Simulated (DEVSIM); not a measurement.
Structure: illuminated Si n-on-p cell, one wavelength, at 300 K.

Layer 1 from the left is Si, thickness (μm) 0.640, Nd (cm⁻³) 1.3e19, τn (s) 3.4e-8, τp (s) 5e-8, absorption coefficient (cm⁻¹) 57000. Layer 2 from the left is Si, thickness (μm) 280, Na (cm⁻³) 2.1e17, τn (s) 7.7e-7, τp (s) 7.7e-7, absorption coefficient (cm⁻¹) 57000.

Left contact: ohmic, minority hole recombination velocity 4e5 cm/s. Right contact: ohmic, minority electron recombination velocity 2e5 cm/s. Voltage is applied to the left contact. Recombination: SRH at mid-gap, radiative, Auger. Light enters at the left, 3.1e16 photons cm⁻² s⁻¹, one pass, no reflection. Mobility is constant in doping.

Constants are typed, rounded textbook-type inputs, not results; the design itself was drawn at random and stands for no fabricated device. Values at 300 K.

Si: gap (eV) 1.124, affinity (eV) 4.05, permittivity 11.7, Nc (cm⁻³) 2.86e19, Nv (cm⁻³) 3.1e19, μn (cm²/Vs) 1417, μp (cm²/Vs) 470, B (cm³/s) 4.7e-15, Cn (cm⁶/s) 2.8e-31, Cp (cm⁶/s) 9.9e-32.

DEVSIM, 1D drift-diffusion, Boltzmann statistics, complete ionisation; no tunnelling, impact ionisation, image-force lowering or self-heating.

Dark forward current:

```csv
|V| (V),|J| (A/cm²)
0.05,1.066e-9
0.10,3.767e-9
0.15,1.119e-8
0.20,3.245e-8
0.25,9.751e-8
0.30,3.226e-7
0.35,1.260e-6
0.40,6.024e-6
0.45,3.419e-5
0.50,0.0002156
0.55,0.001433
0.60,0.009737
0.65,0.06664
0.70,0.4494
0.75,2.719
0.80,11.42
0.85,29.39
0.90,54.92
0.95,86.46
1.00,123.6
1.05,166.6
1.10,215.7
1.15,271.2
1.20,333.6
1.25,403.1
1.30,480.1
```

Task: Work out the local ideality factor n = ΔV / (kT/q · ln(J2/J1)) between the rows 0.15 and 0.20 V, 0.60 and 0.65 V, 1.25 and 1.30 V.

Result: kT/q = 25.85 mV. From 0.15 to 0.20 V: ln(3.245e-8/1.119e-8) = 1.065, n = 1.82. From 0.60 to 0.65 V: ln(0.06664/0.009737) = 1.923, n = 1.01, near the 1 of diffusion or emission over a barrier. From 1.25 to 1.30 V: ln(480.1/403.1) = 0.175, n = 11.06.

Task: What current could the absorbed light give at most, and what share is collected?

Result: Σ αd = 1600, so qΦ(1 − exp(−Σ αd)) = 4.97 mA/cm². The simulated short-circuit current is 2.485 mA/cm², a share of 0.50.

Task: Estimate the open-circuit voltage by superposition: the voltage at which the dark current equals that short-circuit current.

Result: Interpolating ln J in the table gives 0.564 V. The simulation gives 0.564 V, the same within the digits that matter. Superposition holds where collection doesn't change with voltage.

Task: Estimate the fill factor from FF0 = (v − ln(v + 0.72))/(v + 1), v = qVoc/(nkT), with n from the dark curve.

Result: The rows about Voc, 0.55 and 0.60 V, give n = 1.01, so v = 21.6 and FF0 = 0.818. The simulation gives 0.816, the same within the digits that matter.
